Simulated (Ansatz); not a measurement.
**Point defects in ZnS**

Take an 8-atom supercell of ZnS in the zinc blende structure (space group F-43m, No. 216) at its relaxed geometry as the base.

```yaml
crystal:
  lattice:
    - [-5.44349, 0.00000, 0.00000]
    - [0.00000, 0.00000, 5.44349]
    - [0.00000, 5.44349, 0.00000]
  atoms:
    - { symbol: S, position: [0.25000, 0.75000, 0.75000] }
    - { symbol: S, position: [0.75000, 0.75000, 0.25000] }
    - { symbol: S, position: [0.75000, 0.25000, 0.75000] }
    - { symbol: S, position: [0.25000, 0.25000, 0.25000] }
    - { symbol: Zn, position: [0.00000, 0.00000, 0.00000] }
    - { symbol: Zn, position: [0.50000, 0.00000, 0.50000] }
    - { symbol: Zn, position: [0.50000, 0.50000, 0.00000] }
    - { symbol: Zn, position: [0.00000, 0.50000, 0.50000] }
```

One neutral defect a cell, atoms relaxed at fixed cell.

Method: DFT with PBE, PAW potentials and a 420 eV plane-wave cutoff in Ansatz (a program for electronic structure), no SOC, earlier PAW set.

| change | largest displacement of a host atom from its site in the perfect cell | pressure |
|---|---|---|
| perfect supercell | – | 0.0 GPa |
| S vacancy | 0.96 Å | -1.9 GPa |
| P on a S site, symmetric start | 0.02 Å | 0.4 GPa |
| Zn vacancy | … | … |
| S on a Zn site (antisite), symmetric start | 0.16 Å | 4.5 GPa |
| Zn on a S site (antisite), symmetric start | 0.08 Å | 3.4 GPa |

**Question.** Complete the table.

**Answer.** 
- Zn vacancy, largest displacement of a host atom from its site in the perfect cell: 0.06 Å
- Zn vacancy, pressure: -1.2 GPa

Other magnetic orders, which the real material may have, were not ruled out. In so small a cell the defect repeats every few ångströms: this is an ordered compound, not a dilute defect. The mesh was chosen for an insulator and is coarse for the gapless case. Defects with a symmetric start kept the site's symmetry and may sit on a saddle; the others started slightly shaken. Seeded moments were not kept for S vacancy, P on a S site, S on a Zn site (antisite) and Zn on a S site (antisite).
